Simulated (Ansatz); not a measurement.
Data:

```
Ag
1.0
    2.97472     0.00000     0.00000
    0.00000     2.97472     0.00000
    1.48736    -1.48736     1.97347
Ag
1
Direct
  0.00000   0.00000   0.00000
```

No spin polarisation.

All numbers come from Kohn–Sham DFT with the r2SCAN functional, run in Ansatz (a first-principles code) with PAW and 500 eV plane waves, without spin-orbit coupling. Γ-centred 28×28×28 mesh, Fermi–Dirac width 0.1 eV.

Q: Predict the in-plane stress and band gap.

A: The mean in-plane stress (compression positive) comes out as -1.4 GPa and the band gap is zero.

The cells carry an imposed strain or load. No phonon test of stability was made. The cell was made from Ag in the fcc (Cu type) structure (space group Fm-3m, No. 225) by this change: biaxial strain +2.50 %, plane normal [001], relaxed out of plane.
